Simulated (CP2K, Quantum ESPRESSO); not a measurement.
## Pressure against volume in zinc-blende CdTe (space group 216) (CP2K, PBE)

```xyz
2
Lattice="4.5747 0.0000 0.0000 2.2874 3.9618 0.0000 2.2874 1.3206 3.7352" Properties=species:S:1:pos:R:3 pbc="T T T"
Cd     0.0000     0.0000     0.0000
Te     6.8621     3.9618     2.8014
```

Computed with PBE, GPW, DZVP-MOLOPT-SR-GTH basis, GTH-PBE potentials (GTH_POTENTIALS) (CP2K 2026.2). Settings: CUTOFF = 650 Ry; REL_CUTOFF = 60 Ry; SMEAR/METHOD = FERMI_DIRAC; ELECTRONIC_TEMPERATURE = 116.05 K; KPOINTS/SCHEME = MONKHORST-PACK 10 10 10; GAMMA_CENTERED = T; XC_FUNCTIONAL = PBE; Cd/BASIS_SET = DZVP-MOLOPT-SR-GTH-q12; Cd/POTENTIAL = GTH-PBE-q12; Te/BASIS_SET = DZVP-MOLOPT-SR-GTH-q6; Te/POTENTIAL = GTH-PBE-q6; METHOD = GPW; EPS_DEFAULT = 1e-10; NGRIDS = 5; SCF_GUESS = ATOMIC; EPS_SCF = 1e-06. The cell above is the first row's. The rows scale it uniformly. In all rows fractional positions and the k mesh are held.

```csv
V (Å^3/atom),P (GPa)
33.8493,?
34.5851,2.50
35.3210,1.57
36.0568,0.74
36.7927,0.00
37.5286,-0.65
38.2644,-1.24
39.0003,-1.75
39.7361,-2.21
```

**Question.** Using a cubic, estimate the missing P at V = 33.8493 from the other rows, showing the fit.

**Answer.** With u = V - 37.2, the rows have u = -2.6149, -1.8790, -1.1432, -0.4073, 0.3286, 1.0644, 1.8003, 2.5361. Least squares gives P = -0.371 - 0.8851·u + 0.07213·u² - 0.00355·u³. Residuals (row less fit): 0.000, 0.000, 0.000, -0.002, 0.004, -0.004, 0.001, 0.000; standard error 0.003 (degrees of freedom: 4). The fitted pressure is zero at V0 = 36.79, where dP/dV = -0.9453, so B0 = -V0·dP/dV = 34.8 GPa. At the withheld row, u = -3.3507, so P = -0.371 - 0.8851 × (-3.3507) + 0.07213 × (-3.3507)² - 0.00355 × (-3.3507)³ = 3.538 GPa. The calculation gives 3.55 GPa, 0.012 GPa above the prediction (0.2 % of the range of P in the table). The row lies outside the fitted rows, so this is an extrapolation. From the scatter of the fitted rows alone, a prediction at this place has a standard error of 0.009 GPa, so the miss is 1.4 times that.

Carrying the step between the two nearest rows on in a straight line would have given 3.43, off by 0.12; series whose last step already gives the withheld value aren't shown. The reference cell has the volume at which an earlier scan in this program and functional put its minimum by a fit (its basis settings may differ). The runs keep the symmetry of the cell, so they don't test it for distortions. A plane-wave scan with the same functional (Quantum ESPRESSO, GBRV) gives V0 = 36.41 Å^3/atom and B0 = 35.4 GPa; a Birch-Murnaghan fit to all rows here lies 1.0 % from it in V0 and -2 % in B0; the two differ in basis, and may differ in potentials and mesh. Values carry the incompleteness of an atom-centred basis. Spin-orbit coupling is off. Cutoffs and mesh are single choices, not tested for convergence of this quantity. Series with a scatter that would blur these digits, or in which a gap closes, are not shown.
